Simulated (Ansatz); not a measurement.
Thickness series in hypothetical diamond Zn

The reference is Zn in the diamond structure (space group Fd-3m, No. 227; a = 5.8268 Å; a hypothetical phase, not in the database extracts checked). Axes: x, y, z lie along the cube axes.

Free-standing slabs (2 atom(s) a layer) normal to [110] with 15 Å of vacuum; in-plane cell held at bulk.

Level of theory: DFT with PBE, PAW potentials and a 420 eV plane-wave cutoff in Ansatz (a first-principles code), no SOC.

Computed cases, in order: 1 layer; 2 layers; 3 layers; 4 layers; 5 layers; 6 layers; 7 layers.

Problem. Between which two neighbouring cases does the band gap open or close?

Solution. Between 1 layer (0.97 eV) and 2 layers (zero). The whole series: 1 layer: 0.97 eV; 2 layers: zero; 3 layers: zero; 4 layers: zero; 5 layers: zero; 6 layers: zero; 7 layers: zero.

No phonon test of stability was made.
